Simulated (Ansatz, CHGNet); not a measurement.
# CsCl-type NiAl: properties by level of theory

Reference values: lattice constant a 2.882 Å (measured, extrapolated to 0 K, zero-point anharmonic expansion removed (Haas, Tran, Blaha 2009); as tabulated in Levämäki et al. (2014), arXiv:1402.3671); formation enthalpy -0.640 ± 0.01 eV/atom (measured, 298 K, copied from a table, unchecked, not corrected to a static lattice; as tabulated in Wang et al. (2021), doi:10.1038/s41598-021-94550-5).

```
level (code)         equilibrium lattice constant a (Å)  formation enthalpy (eV/atom)
-------------------  ----------------------------------  ----------------------------
CHGNet 0.3.0                                      2.886                           ___
revPBE (Ansatz)                                   2.910                           ___
PBE-D3(BJ) (Ansatz)                               2.857                        -0.692
PBE-D4 (Ansatz)                                   2.861                        -0.689
```

Q: Some entries are withheld; supply them.

A: 
- CHGNet 0.3.0, formation enthalpy (eV/atom): -0.705
- revPBE (Ansatz, a first-principles code), formation enthalpy (eV/atom): -0.641

Differences from the reference values (errors of the level alone only where the reference is corrected to a static lattice):

| level | lattice constant a (%) | formation enthalpy (eV/atom) |
|---|---|---|
| CHGNet 0.3.0 | +0.14 | -0.065 |
| revPBE | +0.97 | -0.001 |
| PBE-D3(BJ) | -0.87 | -0.052 |
| PBE-D4 | -0.73 | -0.049 |

Nearest: lattice constant a, not ranked (one source); formation enthalpy, not ranked (one source).

Machine-learned potentials (CHGNet 0.3.0) are trained on DFT data: a solid inside that data is no test of them.

Ansatz's density-functional and Hartree–Fock values are scalar-relativistic unless marked +SOC, with PAW data made under PBE.

The crystal itself was run without spin with revPBE, PBE-D3(BJ), PBE-D4; a magnetic state was not tried in these runs.

Differences are worked out from the printed values.

The computed numbers hold no vibrational or temperature effects.
